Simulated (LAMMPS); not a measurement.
Molecular dynamics of a melt made from Ni (fcc), 2048 atoms, at 1380 K and 0 GPa, brought to that temperature within a few picoseconds.

Model: classical MD, pair style adp, file Ni.adp; code LAMMPS.

### Question
Estimate the state found, the most common Ni-Ni-Ni angle, the mean frequency of the vibrational (phonon) density of states, the first peak of g(r), the density for this model.

### Answer
state found: liquid; most common Ni-Ni-Ni angle: at the 3° bin centred on 58.5°, after smoothing over three bins (mean of all 96°); mean frequency of the vibrational (phonon) density of states: 5.4 THz; first peak of g(r): 2.47 Å, height 3.1; density: 8.198 ± 0.002 g/cm³.

Caution: this liquid lies under the melting point of about 1800 K that EAM-type Ni.adp gives, so it is undercooled.
